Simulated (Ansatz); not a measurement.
Worked example: self-consistent single point of SnHgF₆ (P1, 8 atoms in the cell) in Ansatz (a quantum-chemistry and plane-wave program).

Method of the run: LDA (PW92), default PAW files made with PBE (plane waves; Ansatz).

The change in words: 1 x 1 x 1 supercell, one F atom moved by 0.02 angstrom along z; scf.occupations.method: fixed → fermi_dirac; scf.occupations.width: default → 0.05 eV. Reference geometry:
```yaml
crystal:
  lattice:
    - [2.62798, 1.51727, 5.12496]
    - [-2.62798, 1.51727, 5.12496]
    - [0.00000, -3.03453, 5.12496]
  atoms:
    - { symbol: Sn, position: [0.00000, 0.00000, 0.00000] }
    - { symbol: Hg, position: [0.50000, 0.50000, 0.50000] }
    - { symbol: F, position: [0.06900, 0.38652, 0.77194] }
    - { symbol: F, position: [0.93100, 0.61348, 0.22806] }
    - { symbol: F, position: [0.77194, 0.06900, 0.38652] }
    - { symbol: F, position: [0.22806, 0.93100, 0.61348] }
    - { symbol: F, position: [0.38652, 0.77194, 0.06900] }
    - { symbol: F, position: [0.61348, 0.22806, 0.93100] }
```

Reference input (self-consistent single point, DFT, LDA (PW92), plane waves, default PAW files made with PBE): basis.ecutwfc = 420 eV; kpoints.mp_grid.grid = 6 6 6; hamiltonian.xc = lda; hamiltonian.pseudopotentials = {kind: paw} (the program's default PAW files); scf.occupations.method = fixed. This run's input differs from it in these lines:

Ansatz 0.2 input:
```diff
@@ -12,3 +12,3 @@
     - { symbol: F, position_ang: [1.847312, 0.103023, 6.290683] }
-    - { symbol: F, position_ang: [-1.847312, -0.103022, 9.084197] }
+    - { symbol: F, position_ang: [-1.847312, -0.103022, 9.104199] }
     - { symbol: F, position_ang: [-1.012876, 1.548308, 6.290683] }
@@ -23,3 +23,3 @@
 scf:
-  occupations: { method: fixed }
+  occupations: { method: fermi_dirac, width: 0.05 }
 output:
```

Output, abridged:

```
SCF iter   1: F=—  HF=-24164.012161 eV  |F-HF|=—  |Δ(HF+E_count)|=         —  Δρ=1.97e-2  dr2=3.37e-1  ethr=1.77e-3  ⟨swp⟩=6.0  Hψ=20793  notcnv=0  defer=13
all-band conjugate gradients solve this SCF's bands
preconditioner: auto → Resta (q_TF=auto, 2.519 Å⁻¹)
SCF iter   2: F=—  HF=-24163.917127 eV  |F-HF|=—  |Δ(HF+E_count)|=   9.50e-2  Δρ=5.05e-3  dr2=1.11e-2  ethr=4.44e-4  ⟨swp⟩=2.7  Hψ=9970  notcnv=0  defer=294
   [... lines left out ...]
SCF iter   5: F=—  HF=-24163.912835 eV  |F-HF|=—  |Δ(HF+E_count)|=   1.71e-4  Δρ=1.67e-4  dr2=2.77e-5  ethr=8.01e-7  ⟨swp⟩=2.0  Hψ=6377  notcnv=0  defer=294
SCF iter   6: F=—  HF=-24163.912837 eV  |F-HF|=—  |Δ(HF+E_count)|=   2.16e-6  Δρ=5.49e-5  dr2=2.66e-6  ethr=3.65e-8  ⟨swp⟩=2.1  Hψ=7989  notcnv=0  defer=294
SCF iter   7: F=—  HF=-24163.912837 eV  |F-HF|=—  |Δ(HF+E_count)|=   2.02e-7  Δρ=1.86e-5  dr2=3.11e-7  ethr=3.50e-9  ⟨swp⟩=2.0  Hψ=8639  notcnv=0  defer=294
SCF iter   8: F=-24163.912837 eV  HF=-24163.912837 eV  |F-HF|=1.99e-9  |Δ(HF+E_count)|=   1.84e-8  Δρ=4.01e-6  dr2=2.43e-8  ethr=1.32e-10  ⟨swp⟩=10.4  Hψ=21621  notcnv=0
SCF 1 converged in 8 iterations: F = -24163.912837 eV  dr2 = 2.43e-8
Free energy (F): -24163.912837 eV
Internal energy: -24163.912837 eV  (E = F + TS)
E sigma→0 (E₀):  -24163.912837 eV
Fermi energy:    3.483063 eV
--- Forces (eV/Å), atoms counted from 1 ---
  atom   1  Sn    -0.04686207    -0.08043567     0.08276941
  atom   2  Hg    -0.01697024    -0.00043452     0.00669365
  atom   3  F      0.26890770    -0.02953796    -0.02668243
  atom   4  F     -0.28303685     0.03125368     0.04156505
  atom   5  F     -0.09567311     0.26754119    -0.05496190
  atom   6  F      0.16923039    -0.17301416    -0.06417591
  atom   7  F     -0.16132291    -0.24086497    -0.02672211
  atom   8  F      0.16572931     0.22549124     0.04151666
--- Stress (GPa, compression-positive) ---
       -5.048973       0.075805      -0.092894
        0.075806      -5.013153      -0.143895
       -0.092894      -0.143895      -5.601778
  P = ⅓ Tr σ = -5.2213 GPa (-52.213 kbar)
  The stress holds the Pulay correction. Without it, at fixed plane waves, as pw.x and ABINIT print it: P = -6.1189 GPa
```

The run converged in 8 iterations. Against the reference run the free energy hardly moves (within 1 meV/atom), the pressure goes from -5.33 to -5.22 GPa, the largest force moves little (0.289 to 0.291 eV/Å) and the gap on the mesh moves little (2.295 to 2.297 eV).

The starting cell comes from a database of computed structures (which also holds hypothetical and non-ambient phases and stackings), without a prior relaxation at this level. Its lattice was rescaled by up to half a per cent. For this run, on top of that: 1 x 1 x 1 supercell, one F atom moved by 0.02 angstrom along z. Spin-orbit coupling is off. With a pressure of about -5 GPa the cell is away from its equilibrium volume at this level. Ansatz's pressure includes its estimate of the finite-basis (Pulay) stress. Without the estimate this run gives -6.12 GPa.

Cost on one core of a shared machine: roughly 40 s.
